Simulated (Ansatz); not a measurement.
The parent structure is MgSe in the rock salt structure (space group Fm-3m, No. 225).

```xyz
2
Lattice="0.0000 2.6956 2.6956 2.6956 0.0000 2.6956 2.6956 2.6956 0.0000" Properties=species:S:1:pos:R:3 pbc="T T T"
Mg     0.0000     0.0000     0.0000
Se     2.6956     2.6956     2.6956
```

Cartesian axes are those of the cell as printed.

Level of theory: LDA (Ansatz, a program for electronic structure, PAW, no spin-orbit coupling).

Base values:

| Quantity | Value |
|---|---|
| Smallest direct gap | 2.60 eV |
| Valley order | X along ⟨100⟩ 1.72 eV; Γ 2.60 eV |

Perturbation: biaxial strain −1.67 %, plane normal [111], relaxed out of plane (Cartesian); in-plane vectors clamped, the third vector and the atoms free.

Q: What does the calculation give for the smallest direct gap, out-of-plane strain and valley order after the change?

A: The smallest direct gap increases by 0.06 eV (2.60 eV → 2.66 eV); the out-of-plane strain is +1.00 %; the valley order (the lowest conduction-band minima on the path, energy above the VBM, named in the base's zone) changes from X along ⟨100⟩ 1.72 eV; Γ 2.60 eV to X along [010] 1.65 eV; Γ 2.66 eV.

Whether these cells are dynamically stable was not tested.
